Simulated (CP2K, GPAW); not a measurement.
A CP2K input for a self-consistent single point of YCu2Ge2 (I4/mmm, 5 atoms in the cell) (DFT PBEsol, GPW, DZVP-MOLOPT-SR-GTH basis, GTH-PBE potentials (GTH_POTENTIALS)):

```
&GLOBAL
  PROJECT y(cuge)2
  RUN_TYPE ENERGY_FORCE
  PRINT_LEVEL MEDIUM
&END GLOBAL
&FORCE_EVAL
  METHOD Quickstep
  STRESS_TENSOR ANALYTICAL
  &DFT
    BASIS_SET_FILE_NAME BASIS_MOLOPT
    POTENTIAL_FILE_NAME GTH_POTENTIALS
    &QS
      METHOD GPW
      EPS_DEFAULT 1E-10
    &END QS
    &MGRID
      CUTOFF 600
      REL_CUTOFF 50
      NGRIDS 5
    &END MGRID
    &SCF
      SCF_GUESS ATOMIC
      EPS_SCF 1E-6
      MAX_SCF 100
      ADDED_MOS 8
      &DIAGONALIZATION
        ALGORITHM STANDARD
      &END DIAGONALIZATION
      &MIXING
        METHOD BROYDEN_MIXING
        ALPHA 0.3
        NBUFFER 8
      &END MIXING
      &SMEAR ON
        METHOD FERMI_DIRAC
        ELECTRONIC_TEMPERATURE [K] 1160.45
      &END SMEAR
    &END SCF
    &KPOINTS
      SCHEME MONKHORST-PACK 7 7 7
    &END KPOINTS
    &XC
      &XC_FUNCTIONAL
        &PBE
          PARAMETRIZATION PBESOL
        &END PBE
      &END XC_FUNCTIONAL
    &END XC
    &PRINT
      &MO
        EIGENVALUES T
        OCCUPATION_NUMBERS T
        NDIGITS 8
        FILENAME mo
        &EACH
          QS_SCF 0
        &END EACH
        ADD_LAST NUMERIC
      &END MO
      &MULLIKEN ON
      &END MULLIKEN
    &END PRINT
  &END DFT
  &SUBSYS
    &CELL
      A 5.82847800 0.00000000 0.00000000
      B 3.08487600 4.94516900 0.00000000
      C -4.45667700 -2.47258500 2.82763400
      PERIODIC XYZ
    &END CELL
    &COORD
      SCALED
      Y        0.00000000     0.00000000     0.00000000
      Cu       0.75000000     0.25000000     0.50000000
      Cu       0.25000000     0.75000000     0.50000000
      Ge       0.61934000     0.61934000     0.00000000
      Ge       0.38066000     0.38066000     0.00000000
    &END COORD
    &KIND Y
      BASIS_SET DZVP-MOLOPT-SR-GTH
      POTENTIAL GTH-PBE-q11
    &END KIND
    &KIND Cu
      BASIS_SET DZVP-MOLOPT-SR-GTH
      POTENTIAL GTH-PBE-q11
    &END KIND
    &KIND Ge
      BASIS_SET DZVP-MOLOPT-SR-GTH
      POTENTIAL GTH-PBE-q4
    &END KIND
  &END SUBSYS
  &PRINT
    &FORCES ON
    &END FORCES
    &STRESS_TENSOR ON
    &END STRESS_TENSOR
  &END PRINT
&END FORCE_EVAL
```

Problem. Write the same calculation as an input for GPAW.

Solution. One input that does it (others would too):

```python
from ase import Atoms
from ase.units import GPa
from gpaw import GPAW, PW, FermiDirac

atoms = Atoms(['Y', 'Cu', 'Cu', 'Ge', 'Ge'],
              cell=[[-1.999439, 1.999439, 5.096631],
                    [1.999439, -1.999439, 5.096631],
                    [1.999439, 1.999439, -5.096631]],
              scaled_positions=[[0.000000, 0.000000, 0.000000],
                                [0.750000, 0.250000, 0.500000],
                                [0.250000, 0.750000, 0.500000],
                                [0.619340, 0.619340, 0.000000],
                                [0.380660, 0.380660, 0.000000]],
              pbc=True)

calc = GPAW(mode=PW(800),
            xc='PBEsol',
            kpts=(7, 7, 7),
            occupations=FermiDirac(0.1),
            nbands=-13,
            symmetry={'symmorphic': False, 'tolerance': 0.0005},
            maxiter=150)

atoms.calc = calc

energy = atoms.get_potential_energy()
print('Energy (eV):', round(energy, 6))
forces = atoms.get_forces()
print('Forces (eV/Ang):')
print(forces.round(5))
stress = atoms.get_stress()
print('Stress (GPa, Voigt):', (stress / GPa).round(4))
```

Basis, cutoffs, solver keys and any potentials are the target program's own. This input uses DFT PBEsol, plane waves, GPAW PAW datasets PBEsol (made by gpaw-setup).

The starting cell comes from a database of computed structures (which also holds hypothetical and non-ambient phases and stackings), without a prior relaxation at this level. Its lattice was rescaled by a random factor within 2.5 % of one.
